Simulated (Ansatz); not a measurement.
Results of LDA (PAW; Ansatz, a quantum-chemistry and plane-wave program) for Ag (model structure, P6/mmm, No. 191, 1 atom in the cell).

Numerical settings: plane-wave cutoff 520 eV, 24×24×22 k mesh (along the axes of the cell as run), Fermi–Dirac smearing 0.05 eV, no spin polarisation, scalar-relativistic PAW data made under PBE.

Cell (relaxed at this level):

Ag is taken in the hexagonal space group P6/mmm (No. 191), Pearson symbol hP1. Cell: a = 2.740 Å, b = 2.740 Å, c = 2.670 Å, α = 90.00°, β = 90.00°, γ = 120.00°. Ag on 1a is surrounded by 8 Ag at 2.670–2.740 Å. (Neighbours: up to the widest gap in distance over summed covalent radii, below 1.35, at either atom.)

Problem. What does this level give for the bulk modulus B0?

Solution. 
- bulk modulus B0 = 118 GPa

The run finds no gap.

Note: the bulk modulus is −V dP/dV from two relaxed cells at ±2 % in volume; the relaxation could raise the start's symmetry but not lower it, so the cell can be a saddle point.

Static lattice: no zero-point or thermal effects.

The result took around 60 core-seconds (rough).

A model structure was made by putting elements into a prototype or built by hand; it is no filed structure, need not be a known phase, and can be a saddle point held by its symmetry.
